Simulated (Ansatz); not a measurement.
Adsorption energy and surface dipole of H on the 1x1 (111) surface of fcc Pt, one in a 1x1 cell, started at the site 'top Pt', worked from the runs' numbers; total energies count from the potentials' own zero.

Level of theory: PBE (plane waves to 420 eV, PAW; Ansatz, an electronic-structure program).

Set-up: 5 atoms, 6.9 Å thick at the start under the adsorbate (thin: gaps and levels are the slab's own); mesh 12x12x1; 0.1 eV smearing; dipole correction on; 2 atoms held, the rest relaxed; start symmetry kept, larger cells not searched; no spin, no spin-orbit, no U, no dispersion correction. At the end it is bonded to Pt. In PBE this state lies 0.03 eV over the lowest of the starts that converged ('hollow Pt-Pt-Pt over Pt at depth 4.6 Å').

```
quantity                                                            value
----------------------------------------------------------  -------------
slab with the adsorbate                                     -50107.053 eV
clean slab, same cell and mesh                              -50090.829 eV
reference, ½ H2(g)                                             -15.872 eV
area of the cell                                                  6.82 Å²
change of the step from the bottom to the top vacuum level      -0.709 eV
```

**Question.** What is the adsorption energy against this reference?

**Answer.** E(slab + adsorbate) − E(slab) − E(reference) = -0.35 eV, so in this state the adsorbate is more stable than in the reference, at a coverage of 14.65 a nm².

**Question.** What dipole does adsorption add to the slab along the outward normal (Helmholtz relation, ε₀ = 0.005526 e/(V·Å))?

**Answer.** p = −ε₀·A·ΔV = 0.027 e·Å = 0.13 D; its positive end points to the vacuum, which lowers the vacuum level.
